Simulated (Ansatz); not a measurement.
Input and output of a self-consistent single point for Sn (Fd-3m, 2 atoms in the cell) (Ansatz, an electronic-structure program)

Level of theory: PBE (plane waves, PAW; Ansatz).

The input file:

Ansatz 0.2 input:
```yaml
crystal:
  lattice:
    - [0.000000, 3.254234, 3.254234]
    - [3.254234, 0.000000, 3.254234]
    - [3.254234, 3.254234, 0.000000]
  atoms:
    - { symbol: Sn, position: [0.000000, 0.000000, 0.000000] }
    - { symbol: Sn, position: [0.250000, 0.250000, 0.250000] }
basis:
  ecutwfc: 420.0 eV
kpoints:
  mp_grid:
    grid: [7, 7, 7]
hamiltonian:
  xc: pbe
  pseudopotentials:
    kind: paw
scf:
  occupations:
    method: fermi_dirac
    width: 0.02 eV
output:
  forces: true
  eigenvalues: true
  stress: true
```

The program printed (abridged):

```
WARN ansatz: RAYON_NUM_THREADS=1 ignored (pool sized by the plan → 1); use --threads N
Pseudopotentials: kind: paw
Pseudopotential: Sn, paw, valence charge 14
Crystal: 2 atoms, lattice volume = 68.925 Å³
Basis set: ecut = 420 eV, 1363 PW (Γ), exchange–correlation on 64×64×64 points (8 copies of the dense FFT grid, shifted against one another)
Bands: 18, of which v1, the nominal top of the filled ones, is band 14 counted from 1 (13 counted from 0)
Symmetry: 48 space group operations
Space group: Fd-3m (ITA 227), of the structure as read, at distance tolerance 4.1e-5 Å
k-points: 20 of 343
Initial density: superposition of atomic densities (neutral atoms: chi_scale 0, normalization atom), corrected by the library's trained network
Initial wavefunctions: pseudopotential atomic-orbital guess
Eigensolver: davidson
Functional: x = pbe(κ = 0.804, μ = 0.2195149727645171), c = pbe(β = 0.06672455060314922)
SCF iter   1: F=—  HF=-12048.370192 eV  |F-HF|=—  |Δ(HF+E_count)|=         —  Δρ=6.99e-4  dr2=3.53e-4  ethr=1.77e-3  ⟨swp⟩=6.1  Hψ=1952  notcnv=0
all-band conjugate gradients solve this SCF's bands
preconditioner: auto → none
SCF iter   2: F=—  HF=-12048.369192 eV  |F-HF|=—  |Δ(HF+E_count)|=   1.00e-3  Δρ=4.06e-4  dr2=1.58e-4  ethr=1.26e-6  ⟨swp⟩=2.0  Hψ=863  notcnv=0
SCF iter   3: F=—  HF=-12048.369277 eV  |F-HF|=—  |Δ(HF+E_count)|=   8.57e-5  Δρ=1.31e-4  dr2=1.02e-5  ethr=5.66e-7  ⟨swp⟩=2.0  Hψ=672  notcnv=0
SCF iter   4: F=—  HF=-12048.369318 eV  |F-HF|=—  |Δ(HF+E_count)|=   4.11e-5  Δρ=6.47e-5  dr2=2.43e-6  ethr=3.63e-8  ⟨swp⟩=2.0  Hψ=439  notcnv=0
SCF iter   5: F=—  HF=-12048.369325 eV  |F-HF|=—  |Δ(HF+E_count)|=   6.89e-6  Δρ=3.11e-5  dr2=4.54e-7  ethr=8.66e-9  ⟨swp⟩=2.0  Hψ=439  notcnv=0
SCF iter   6: F=-12048.369325 eV  HF=-12048.369325 eV  |F-HF|=5.01e-8  |Δ(HF+E_count)|=   1.60e-8  Δρ=9.78e-6  dr2=4.37e-8  ethr=3.57e-10  ⟨swp⟩=6.5  Hψ=1730  notcnv=0
SCF 1 converged in 6 iterations: F = -12048.369325 eV  dr2 = 4.37e-8
SCF converged after 6 iterations
Free energy (F): -12048.369325 eV
Harris-Foulkes:  -12048.369325 eV  (|F-HF|=5.01e-8)
Internal energy: -12048.368788 eV  (E = F + TS)
E sigma→0 (E₀):  -12048.369057 eV
Entropy (-TS):   -0.000537 eV (-0.269 meV/atom)
Fermi energy:    7.710041 eV
--- Per-component energies (eV) ---
  E_band       = -250.472216
  E_kinetic    = 374.808003
  E_local      = -2312.312932  (includes V_loc(G=0)·N_el)
  E_nonlocal   = -63.888855
  E_hartree    = 1329.035084
  E_xc         = -764.094954
  E_vxc        = -191.072907  (∫ρ·V_xc dr)
  E_paw        = -8275.985312  (= ΣΔE_a)
  E_vpaw       = -716.062603  (= ΣTr[D̂ρ^β])
  E_aug_tail   = -0.000001  (compensation charges beyond the density's cutoff)
  E_ewald      = -2335.929821
  E_smearing   = -0.000537  (= −TS)
  E_closure    = 0.000000  (closes the sum)
  Σ components = -12048.369325   (vs F -12048.369325, Δ=0.00e0)
--- Forces (eV/Å), atoms counted from 1 ---
  atom   1  Sn     0.00000000     0.00000000     0.00000000
  atom   2  Sn     0.00000000    -0.00000000     0.00000000
  max |Σ_I F_I| component: 3.24e-17 eV/Å
--- Stress (GPa, compression-positive) ---
        2.829314       0.000000      -0.000000
        0.000000       2.829314       0.000000
       -0.000000      -0.000000       2.829314
  P = ⅓ Tr σ = 2.8293 GPa (28.293 kbar)
  The stress holds the Pulay correction. Without it, at fixed plane waves, as pw.x and ABINIT print it: P = 2.8017 GPa
--- Band table (eV; the first three rows and the last of 20) ---
  k-point 0: bands = ["-13.9451", "-13.9451", "-13.9451", "-13.8870", "-13.8870", "-13.5842", "-13.5842", "-13.5842", "-13.5765", "-13.5765", "-2.8240", "7.0280", "7.8081", "7.8081", "7.8081", "9.8810", "9.8810", "9.8810"]
  k-point 1: bands = ["-13.9580", "-13.9580", "-13.9404", "-13.8686", "-13.8686", "-13.6098", "-13.6098", "-13.5902", "-13.5543", "-13.5543", "-2.6290", "5.2708", "7.4612", "7.4612", "8.2910", "10.3269", "10.3269", "10.7617"]
  k-point 2: bands = ["-13.9732", "-13.9732", "-13.9294", "-13.8425", "-13.8425", "-13.6326", "-13.6326", "-13.6040", "-13.5376", "-13.5376", "-2.0754", "3.2180", "6.9510", "6.9510", "7.9753", "10.8628", "10.8628", "12.7196"]
  k-point 19: bands = ["-14.0166", "-14.0042", "-13.8403", "-13.7740", "-13.7564", "-13.7249", "-13.7193", "-13.6676", "-13.5012", "-13.4892", "-0.1468", "0.7415", "4.4354", "5.2353", "9.9296", "11.6201", "12.2504", "12.2717"]
```

The run converged in 6 iterations.

The starting cell has typed, rounded lattice constants, without a prior relaxation at this level. Its lattice was rescaled by up to half a per cent. Ansatz's pressure includes its estimate of the finite-basis (Pulay) stress.
